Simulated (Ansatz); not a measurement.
Consider SiS₂ (space group Ibam, No. 72; a = 5.803 Å, b = 9.892 Å, c = 5.546 Å; made of chains).

Method: r2SCAN/PAW in Ansatz (an electronic-structure program), no spin-orbit coupling.

One change was made to it. Results:

```json
[
 {"quantity": "volume per atom", "base": "26.53 Å³", "after": "21.05 Å³"},
 {"quantity": "band gap", "base": "3.31 eV", "after": "2.78 eV"}
]
```

Problem. Name the change that was made.
A. pressure 18 GPa
B. pressure 1.8 GPa
C. pressure 30 GPa
D. pressure 4.2 GPa
E. pressure 60 GPa

Solution. D, pressure 4.2 GPa. For comparison, the band gap in the other runs: pressure 60 GPa gives zero; pressure 18 GPa gives 2.02 eV; pressure 1.8 GPa gives 3.01 eV; pressure 30 GPa gives 1.26 eV.

The mesh was chosen for an insulator and is coarse for the gapless case. Load acts through the strain it causes; cell and atoms are relaxed under it. Stability against distortions was not tested. No other phases were tried under pressure. All final runs are without spin polarisation. No dispersion term is included, though the crystal is made of layers, chains or molecules, so its spacings can come out too wide. A zero or small gap of SiS2 under pressure 60 GPa can be the functional's error rather than a property of the material.
